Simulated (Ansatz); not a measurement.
The parent structure is Cu₃Au in the Cu3Au type structure (space group Pm-3m, No. 221; a = 3.7805 Å).

(Cell as relaxed with PBE.)

Levels (all Ansatz, a program for electronic structure, PAW): PBE (420 eV, no spin-orbit coupling); PBEsol (420 eV, no SOC).

Each level relaxes its own structure.

```tsv
base	PBE	PBEsol
volume per atom	13.51 Å³	12.80 Å³
lattice parameter a	3.781 Å	3.713 Å
band gap	zero	zero
```

Modification: cell and atoms relaxed at a pressure of 75 GPa.

```json
[
 {"quantity": "shortest interatomic distance", "PBE": "2.447 Å", "PBEsol": "2.425 Å"},
 {"quantity": "band gap", "PBE": "zero", "PBEsol": "zero"}
]
```

PBE's shortest interatomic distance lies 0.022 Å above PBEsol's (0.9 %); the two agree on the band gap. Neither level is exact; PBEsol is the comparison here, not a measurement.

Load acts through the strain it causes; cell and atoms are relaxed under it. Stability against distortions was not tested. No other phases were tried under pressure. All final runs are without spin polarisation.
